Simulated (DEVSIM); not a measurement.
Device: abrupt Si p-n junction, at 350 K.

Layer 1 from the left is Si, thickness (μm) 0.150, Na (cm⁻³) 1.5e19, τn (s) 1.5e-7, τp (s) 1.5e-7. Layer 2 from the left is Si, thickness (μm) 0.740, Nd (cm⁻³) 4.9e17, τn (s) 1.5e-7, τp (s) 1.5e-7.

Left contact: ohmic. Right contact: ohmic. Voltage is applied to the left contact. Recombination: SRH at mid-gap. Mobility is constant in doping.

This is a model device: material constants are rounded textbook-type values typed into the input, and sizes, dopings and lifetimes were drawn at random. Values at 300 K; Nc and Nv go as T^1.5, mobilities as T to minus their exponent, the gap by Varshni's rule with the affinity fixed.

Si: gap (eV) 1.124, affinity (eV) 4.05, permittivity 11.7, Nc (cm⁻³) 2.86e19, Nv (cm⁻³) 3.1e19, μn (cm²/Vs) 1417, μp (cm²/Vs) 470, T exponent of μn 2.3, T exponent of μp 2.2, Varshni α (eV/K) 0.000473, Varshni β (K) 636.

Model (solved in DEVSIM): 1D drift-diffusion, Boltzmann statistics, complete ionisation; no tunnelling, impact ionisation, image-force lowering or self-heating.

Dark forward current:

| |V| (V) | |J| (A/cm²) |
|---|---|
| 0.05 | 1.616e-7 |
| 0.10 | 6.440e-7 |
| 0.15 | 2.411e-6 |
| 0.20 | 9.918e-6 |
| 0.25 | 4.510e-5 |
| 0.30 | 0.0002195 |
| 0.35 | 0.001109 |
| 0.40 | 0.005710 |
| 0.45 | 0.02966 |
| 0.50 | 0.1548 |
| 0.55 | 0.8088 |
| 0.60 | 4.230 |
| 0.65 | 22.12 |
| 0.70 | 115.4 |
| 0.75 | 595.0 |
| 0.80 | 2930 |

Question: Work out the local ideality factor n = ΔV / (kT/q · ln(J2/J1)) between the rows 0.15 and 0.20 V, 0.55 and 0.60 V, 0.75 and 0.80 V.

Answer: kT/q = 30.16 mV. From 0.15 to 0.20 V: ln(9.918e-6/2.411e-6) = 1.414, n = 1.17. From 0.55 to 0.60 V: ln(4.230/0.8088) = 1.654, n = 1.00, near the 1 of diffusion or emission over a barrier. From 0.75 to 0.80 V: ln(2930/595.0) = 1.594, n = 1.04, near the 1 of diffusion or emission over a barrier.

Question: Estimate the current at 0.50 V from the Shockley equation with J0 = Σ q ni² D/(N L) coth(W/L), τ joining the SRH, radiative and Auger lifetimes that are on, and W taken as the whole layer.

Answer: ni² = 1.43e23 cm⁻⁶; electrons in the p layer: μ = 994 cm²/Vs, D = 30.0 cm²/s, τ = 1.50e-7 s, L = 21.2 μm, W/L = 0.0071, term 3.05e-9 A/cm²; holes in the n layer: μ = 335 cm²/Vs, D = 10.1 cm²/s, τ = 1.50e-7 s, L = 12.3 μm, W/L = 0.060, term 6.38e-9 A/cm². J0 = 9.43e-9 A/cm², and J = J0 exp(qV/kT) = 0.149 A/cm². The simulation gives 0.155 A/cm²; the estimate lies 3.5 % below. The estimate leaves out recombination in the depletion region and that region's share of W.
